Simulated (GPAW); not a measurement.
GPAW run on Co (P-3m1, 2 atoms in the cell): self-consistent single point.

Level of theory: LDA (Perdew-Wang 92), GPAW PAW datasets LDA (gpaw-data 1.0.1) (plane waves; GPAW).

```
CELL_PARAMETERS angstrom
      1.26127    -2.18459     0.00000
      1.26127     2.18459     0.00000
      0.00000     0.00000     4.09035
ATOMIC_POSITIONS crystal
  Co 0.33333 0.66667 0.26222
  Co 0.66667 0.33333 0.75000
```
Moments meant for the start (each program seeds them in its own way; μB, in the order of the atoms Co Co): 2.0 2.0.

Reference input (self-consistent single point, DFT LDA (Perdew-Wang 92), plane waves, GPAW PAW datasets LDA (gpaw-data 1.0.1)): spinpol = true; mode = pw; ecut = 850 eV; xc = LDA; kpts = 5 5 3; mesh shift (steps) = 0 0 0; occupations.name = fermi-dirac; occupations.width = 0.1 eV; nbands = -6; symmetry.symmorphic = false; symmetry.tolerance = 0.0005; maxiter = 100. This run's input differs from it in these lines:

```diff
@@ -16,2 +16,3 @@
             mode=PW(850),
+            h=0.25,
             xc='LDA',
```

Output (repeated stretches shortened):

```
Input parameters:
  h: 0.25
  kpts: [5 5 3]
  maxiter: 100
  mode: {ecut: 850.0,
         name: pw}
  nbands: -6
  occupations: {fixmagmom: False,
                name: fermi-dirac,
                width: 0.1}
  spinpol: True
  symmetry: {symmorphic: False,
             tolerance: 0.0005}

species:
  Co:
    name: Cobalt
    Z: 27.0
    valence: 9
    core: 18
    charge: 0.0
    file: Co.LDA.gz

    # Using partial waves for Co as LCAO basis

Reference energy: -75676.533408  # eV

Spin-polarized calculation.
Initial magnetic moment: 4.000000

Convergence criteria:
 Maximum [total energy] change in last 3 cyles: 0.0005 eV / valence electron
 Maximum integral of absolute [dens]ity change: 0.0001 electrons / valence electron
 Maximum integral of absolute [eigenst]ate change: 4e-08 eV^2 / valence electron
 Maximum number of scf [iter]ations: 100

Symmetries present (total): 6
Symmetries with fractional translations: 0
75 k-points: 5 x 5 x 3 Monkhorst-Pack grid
12 k-points in the irreducible part of the Brillouin zone
       k-points in crystal coordinates                weights
   0:     0.00000000    0.00000000    0.00000000          1/75
   1:     0.00000000    0.00000000    0.33333333          2/75
   2:     0.20000000    0.00000000   -0.33333333          6/75
   [... 7 lines left out ...]
          ...
  11:     0.40000000    0.40000000    0.33333333         12/75

Traceback (most recent call last):
   [... frames left out ...]
AssertionError
```

The program stopped before any SCF iteration. 

The starting cell has typed, rounded lattice constants, without a prior relaxation at this level. Its lattice was rescaled by up to half a per cent. One atom was moved a little off its site on purpose.
